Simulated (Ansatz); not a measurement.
# A computed series for hypothetical rock salt SbP: response to strain

Consider SbP in the rock salt structure (space group Fm-3m, No. 225; a = 5.600 Å; a hypothetical phase, not in the database extracts checked; relaxed with 0.1 eV smearing). Axes: x, y, z lie along the cube axes.

Strains are applied to the cell and any free atomic positions relax; under biaxial strain the out-of-plane vector relaxes too; under stress the whole cell relaxes.

Computed with r2SCAN (Ansatz, a program for electronic structure), spin-orbit coupling left out.

Notes on the quantities. energy relative to the base: free energy F; pressure: mean of the normal stresses, compression positive.

```csv
case,energy relative to the base,pressure,volume per atom
base,0 meV/atom,0.0 GPa,21.96 Å³
"biaxial strain +0.89 %, plane normal [001], relaxed out of plane",+2.2 meV/atom,-1.2 GPa,22.30 Å³
"biaxial strain +1.48 %, plane normal [001], relaxed out of plane",+6.0 meV/atom,-1.9 GPa,22.54 Å³
isotropic strain −0.34 %,+0.6 meV/atom,0.8 GPa,21.73 Å³
isotropic strain +0.22 %,+0.2 meV/atom,-0.5 GPa,22.10 Å³
isotropic strain +3.66 %,+59 meV/atom,-6.9 GPa,24.46 Å³
isotropic strain +4.92 %,+102 meV/atom,-8.5 GPa,25.36 Å³
uniaxial strain ε_xx = −1.29 %,…,…,21.67 Å³
tensor shear ε_yz = −0.26 %,+0.1 meV/atom,0.0 GPa,21.96 Å³
"uniaxial stress, 3 GPa tension along x",+3.7 meV/atom,–,22.25 Å³
```

Problem. Some entries are withheld; estimate them.

Solution. 
- uniaxial strain ε_xx = −1.29 %, energy relative to the base: +2.3 meV/atom
- uniaxial strain ε_xx = −1.29 %, pressure: 1.1 GPa

Beyond what the load breaks, stability against distortions was not tested. All final runs are without spin polarisation.
